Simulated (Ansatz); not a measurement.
System: interstitial Cl in rock-salt NaCl (charge state -1). Level of theory: PBE, PAW (plane waves to 420 eV; Ansatz, a program for electronic structure).

Cell of 64 host sites held at the relaxed PBE lattice; the Γ point alone; Fermi-Dirac width 0.01 eV, spin-restricted; finite-size errors left in. Static, classical nuclei. The charge state is imposed; whether it is stable for some Fermi level was not computed. Sites that were not tried may lie lower.

Barriers: single points on a 2×2×2 k-point mesh shifted by half a step at the bands' geometries.

The step: several atoms move together, Cl the farthest; the atom moves 2.81 Å along (0.00, 0.49, 0.00) of the unit cell; the moving atom starts with neighbours 4 Cl at 3.11; 3 Na at 2.54, Na at 2.55 Å and ends with 4 Cl at 3.11; 3 Na at 2.54, Na at 2.55 Å.

Question: Estimate the migration barrier of this step that PBE, PAW returns for this input.

Answer: 0.45 eV, the same both ways. At the saddle the moving atom has neighbours 2 Cl at 2.98; 2 Na at 2.44, Na at 3.12, Na at 3.14, Na at 3.15 Å. The saddle point's order was not checked, and it lies on a symmetry element of the cell, where a band can be held.
